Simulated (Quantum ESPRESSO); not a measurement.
```
TiMo3
1.0
    1.57786     2.20389     4.46165
   -1.57786     2.20389     4.46165
   -1.57786    -2.20389     4.46165
Ti Mo
1 3
Direct
  0.00560   0.50000   0.50560
  0.75659   0.00000   0.75659
  0.24341   0.00000   0.24341
  0.50000   0.50000   0.00000
```

Computed with PBEsol, GBRV 1.5 ultrasoft (PBESOL) pseudopotentials (plane waves; Quantum ESPRESSO).

The set-up and first iterations of a Quantum ESPRESSO log for TiMo₃ (Imm2, 4 atoms in the cell):

```
     G-vector sticks info
     --------------------
     sticks:   dense  smooth     PW     G-vecs:    dense   smooth      PW
     Sum        1781     895    285                56569    19971    3589

     bravais-lattice index     =           11
     lattice parameter (alat)  =       5.9634  a.u.
     unit-cell volume          =     418.8025 (a.u.)^3
     number of atoms/cell      =            4
     number of atomic types    =            2
     number of electrons       =        54.00
     number of Kohn-Sham states=           27
     kinetic-energy cutoff     =      50.0000  Ry
     charge density cutoff     =     400.0000  Ry
     scf convergence threshold =      1.0E-10
     mixing beta               =       0.7000
     number of iterations used =            8  plain     mixing
     Exchange-correlation= SLA  PW   PSX  PSC
                           (   1   4  10   8   0   0   0)

     crystal axes: (cart. coord. in units of alat)
   [... lines left out ...]
         1        Ti     tau(   1) = (   0.0000000  -0.6983801   0.0158434  )
         2        Mo     tau(   2) = (   0.0000000   0.0000000   2.1393826  )
         3        Mo     tau(   3) = (   0.0000000   0.0000000   0.6882818  )
         4        Mo     tau(   4) = (  -0.5000000   0.0000000   0.0000000  )

   Crystallographic axes

     site n.     atom                  positions (cryst. coord.)
         1        Ti     tau(   1) = (  0.0056030 -0.5000000  0.5056030  )
         2        Mo     tau(   2) = (  0.7565900  0.0000000  0.7565900  )
         3        Mo     tau(   3) = (  0.2434100  0.0000000  0.2434100  )
         4        Mo     tau(   4) = ( -0.5000000  0.5000000  0.0000000  )

     number of k points=    46  Gaussian smearing, width (Ry)=  0.0073
                       cart. coord. in units 2pi/alat
        k(    1) = (   0.0000000   0.0000000   0.0000000), wk =   0.0092593
        k(    2) = (   0.0000000  -0.1193237   0.0589415), wk =   0.0370370
        k(    3) = (   0.0000000  -0.2386475   0.1178829), wk =   0.0370370
   [... 43 lines left out ...]

     Dense  grid:    56569 G-vectors     FFT dimensions: (  64,  64,  64)

     Smooth grid:    19971 G-vectors     FFT dimensions: (  45,  45,  45)

     Initial potential from superposition of free atoms

     starting charge      52.9971, renormalised to      54.0000

     negative rho (up, down):  1.143E-03 0.000E+00
     Self-consistent Calculation

     iteration #  1     ecut=    50.00 Ry     beta= 0.70

---- Real-time Memory Report at c_bands before calling an iterative solver
           233 MiB given to the printing process from OS
            97 MiB allocation reported by mallinfo(arena+hblkhd)
------------------

     negative rho (up, down):  3.836E-04 0.000E+00

     total energy              =    -531.41106160 Ry
     estimated scf accuracy    <       7.45224082 Ry

     iteration #  2     ecut=    50.00 Ry     beta= 0.70

---- Real-time Memory Report at c_bands before calling an iterative solver
           283 MiB given to the printing process from OS
           113 MiB allocation reported by mallinfo(arena+hblkhd)
------------------

     negative rho (up, down):  1.486E-04 0.000E+00

     total energy              =    -533.92990631 Ry
     estimated scf accuracy    <      38.71383328 Ry

     iteration #  3     ecut=    50.00 Ry     beta= 0.70

---- Real-time Memory Report at c_bands before calling an iterative solver
           284 MiB given to the printing process from OS
           113 MiB allocation reported by mallinfo(arena+hblkhd)
------------------

     total energy              =    -537.05399428 Ry
     estimated scf accuracy    <      15.45447717 Ry
```

**Question.** Will this run converge, and how will it end?

**Answer.** The run ended unconverged after 100 iterations. It gives no final result for the task that was set. Warnings to mind: c_bands:  1 eigenvalues not converged; c_bands:  2 eigenvalues not converged; c_bands:  3 eigenvalues not converged. The log goes on:

```
   [... 95 blocks of this kind left out ...]

     iteration # 99     ecut=    50.00 Ry     beta= 0.70

---- Real-time Memory Report at c_bands before calling an iterative solver
   [... lines left out ...]
           286 MiB given to the printing process from OS
           117 MiB allocation reported by mallinfo(arena+hblkhd)
------------------
     c_bands:  1 eigenvalues not converged
     c_bands:  1 eigenvalues not converged
     c_bands:  3 eigenvalues not converged
     c_bands:  2 eigenvalues not converged
     c_bands:  1 eigenvalues not converged
   [... 16 lines left out ...]
     c_bands:  3 eigenvalues not converged
     c_bands:  1 eigenvalues not converged
     c_bands:  1 eigenvalues not converged
     c_bands:  2 eigenvalues not converged

     negative rho (up, down):  7.756E-04 0.000E+00

     total energy              =    -537.18298557 Ry
     estimated scf accuracy    <       0.00000228 Ry
     End of self-consistent calculation

     convergence NOT achieved after 100 iterations: stopping

   JOB DONE.
```

The starting cell comes from a database of computed structures (which also holds hypothetical and non-ambient phases and stackings), without a prior relaxation at this level. Its lattice was rescaled by up to half a per cent. One atom was moved a little off its site on purpose.

The run was DFT, PBEsol, plane waves, GBRV 1.5 ultrasoft (PBESOL) pseudopotentials. Main settings of its input:

* **ecutwfc**: 50 Ry
* **ecutrho**: 400 Ry
* **occupations**: smearing
* **smearing**: gauss
* **degauss**: 0.0073499 Ry
* **potentials**: {Ti: ti_pbesol_v1.4.uspp.F.UPF, Mo: mo_pbesol_v1.uspp.F.UPF}
* **K_POINTS**: automatic 6 6 6 0 0 0
* **nbnd**: 27
* **conv_thr**: 1e-10 Ry
